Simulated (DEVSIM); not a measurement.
Structure: GaAs n-i-p diode, at 300 K.

```
layer (left to right)  material  thickness (μm)  Nd (cm⁻³)  Na (cm⁻³)  τn (s)  τp (s)
---------------------  --------  --------------  ---------  ---------  ------  ------
1                          GaAs            1.00     1.1e17          -    2e-8   6e-10
2                          GaAs           0.980          -     3.5e12    2e-8    2e-8
3                          GaAs            2.60          -     8.1e17    2e-8    2e-8
```

Left contact: ohmic. Right contact: ohmic. Voltage is applied to the left contact. Recombination: SRH at mid-gap. Mobility is μmin + (μ − μmin)/(1 + (N/Nref)^α).

Constants are typed, rounded textbook-type inputs, not results; the design itself was drawn at random and stands for no fabricated device. Values at 300 K.

```tsv
parameter	GaAs
gap (eV)	1.424
affinity (eV)	4.07
permittivity	12.9
Nc (cm⁻³)	4.7e17
Nv (cm⁻³)	9e18
μn (cm²/Vs)	8500
μp (cm²/Vs)	400
μn,min	500
μp,min	20
Nref,n	6e16
Nref,p	1.5e17
αn	0.39
αp	0.38
```

Model (solved in DEVSIM): 1D drift-diffusion, Boltzmann statistics, complete ionisation; no tunnelling, impact ionisation, image-force lowering or self-heating.

Question: Tabulate band edges, carrier densities and field at -1.05 V on the left contact.

Answer: Energies count from the Fermi level of the right contact; mesh points crowd at the junctions.

| x (μm) | Ec (eV) | Ev (eV) | n (cm⁻³) | p (cm⁻³) | field (V/cm) |
|---|---|---|---|---|---|
| 0.000 | 1.087 | -0.336 | 1.1e17 | < 1e2 | ≈ 0 |
| 0.03408 | 1.087 | -0.336 | 1.1e17 | 4.3e11 | ≈ 0 |
| 0.1197 | 1.087 | -0.336 | 1.1e17 | 1.5e12 | ≈ 0 |
| 0.3152 | 1.087 | -0.336 | 1.1e17 | 4.2e12 | ≈ 0 |
| 0.7641 | 1.087 | -0.336 | 1.1e17 | 1.3e13 | ≈ 0 |
| 0.9141 | 1.088 | -0.336 | 1.1e17 | 1.7e13 | 31 |
| 0.9797 | 1.093 | -0.330 | 8.7e16 | 2.4e13 | 4500 |
| 1.017 | 1.135 | -0.289 | 1.8e16 | 1.2e14 | 10000 |
| 1.077 | 1.172 | -0.252 | 4.2e15 | 5.1e14 | 3600 |
| 1.214 | 1.194 | -0.230 | 1.8e15 | 1.2e15 | 590 |
| 1.528 | 1.199 | -0.225 | 1.5e15 | 1.5e15 | 46 |
| 1.856 | 1.218 | -0.206 | 7.1e14 | 3.1e15 | 2500 |
| 1.944 | 1.263 | -0.161 | 1.2e14 | 1.8e16 | 10000 |
| 1.979 | 1.334 | -0.090 | 7.9e12 | 2.8e17 | 45000 |
| 2.034 | 1.362 | -0.062 | 2.7e12 | 8.1e17 | ≈ 0 |
| 2.144 | 1.362 | -0.062 | 2.5e12 | 8.1e17 | ≈ 0 |
| 2.411 | 1.362 | -0.062 | 2.3e12 | 8.1e17 | ≈ 0 |
| 3.100 | 1.362 | -0.062 | 1.5e12 | 8.1e17 | ≈ 0 |
| 4.137 | 1.362 | -0.062 | 4.6e11 | 8.1e17 | ≈ 0 |
| 4.411 | 1.362 | -0.062 | 1.8e11 | 8.1e17 | ≈ 0 |
| 4.524 | 1.362 | -0.062 | 5.8e10 | 8.1e17 | ≈ 0 |
| 4.580 | 1.362 | -0.062 | < 1e2 | 8.1e17 | ≈ 0 |
